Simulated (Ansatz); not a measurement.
The parent structure is GaP in the zinc blende structure (space group F-43m, No. 216; a = 5.506 Å).

The values are results of PBE in Ansatz (plane waves to 420 eV, PAW, no SOC), earlier PAW set, not measurements.

One change was made to it. Results:

| quantity | base | after |
|---|---|---|
| band gap | 1.58 eV | zero |
| shortest interatomic distance | 2.384 Å | 2.032 Å |

Q: Which change produced these results?
(A) P → C
(B) P → As
(C) Ga → B

A: A, P → C. For comparison, the band gap in the other runs: P → As gives 0.16 eV; Ga → B gives 1.25 eV.

Whether these cells are dynamically stable was not tested. As relaxed here, GaC is a hypothetical phase, not in the database extracts checked. The final runs are not spin-polarised. An odd electron count without spin: GaC. A zero or small gap of GaAs can be the functional's error rather than a property of the material.

Ansatz is a program for electronic structure.
